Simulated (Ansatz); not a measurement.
Results of r²SCAN+rVV10 (Ansatz, an electronic-structure program, PAW) for CaMoO4 (I4₁/a, No. 88).

Run with plane-wave cutoff 500 eV, 10×10×10 k mesh, Fermi–Dirac smearing 0.05 eV, no spin polarisation, scalar-relativistic PAW data made under PBE.

Cell (relaxed at this level):

```cif
data_Ca2Mo2O8
_chemical_formula_sum 'Ca2 Mo2 O8'
_space_group_name_H-M_alt 'P 1'
_space_group_IT_number 1
_cell_length_a 6.74331
_cell_length_b 6.74331
_cell_length_c 6.74331
_cell_angle_alpha 134.623
_cell_angle_beta 134.623
_cell_angle_gamma 66.116
loop_
_space_group_symop_operation_xyz
  'x, y, z'
loop_
_atom_site_label
_atom_site_type_symbol
_atom_site_fract_x
_atom_site_fract_y
_atom_site_fract_z
_atom_site_occupancy
Ca1 Ca 0.50000 0.50000 0.00000 1
Ca2 Ca 0.25000 0.75000 0.50000 1
Mo1 Mo 0.00000 0.00000 0.00000 1
Mo2 Mo 0.75000 0.25000 0.50000 1
O1 O 0.15723 0.76195 0.08998 1
O2 O 0.51195 0.92198 0.10472 1
O3 O 0.67198 0.06726 0.91002 1
O4 O 0.81726 0.40723 0.89528 1
O5 O 0.59277 0.48805 0.41002 1
O6 O 0.23805 0.32802 0.39528 1
O7 O 0.07802 0.18274 0.58998 1
O8 O 0.93274 0.84277 0.60472 1
```

**Question.** Estimate the band gap that the calculation returns.

**Answer.** 
- band gap = 3.78 eV (on the SCF k mesh)

Spin–orbit coupling is not included.

Computed values are for the static lattice.
